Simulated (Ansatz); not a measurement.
Consider the following.

```yaml
crystal:
  lattice:
    - [0.00000, 3.07134, 3.07134]
    - [3.07134, 0.00000, 3.07134]
    - [3.07134, 3.07134, 0.00000]
  atoms:
    - { symbol: Li, position: [0.25000, 0.25000, 0.25000] }
    - { symbol: Li, position: [0.75000, 0.75000, 0.75000] }
    - { symbol: Se, position: [0.00000, 0.00000, 0.00000] }
```

No spin polarisation.

The values are results of Ansatz (an electronic-structure program) PBE, no SOC, not measurements. k-mesh 10×10×10 (Γ-centred); smearing 0.05 eV (Fermi–Dirac).

Problem. Predict the gap character, hole mass and electron mass.

Solution. 
- Gap character = indirect, Γ → X
- Hole mass (degenerate bands, along [100]) = 0.36, 0.89, 0.89 mₑ (at Γ)
- Electron mass = 0.65 mₑ along k, 0.33 mₑ across (at X)

Load acts through the strain it causes; cell and atoms are relaxed under it. Effective masses come from finite differences of ±0.01 Å⁻¹. Along k means along the line from Γ to the band edge. Stability against distortions was not tested. The cell was made from Li2Se in the anti-fluorite structure (space group Fm-3m, No. 225) by this change: pressure −2 GPa.
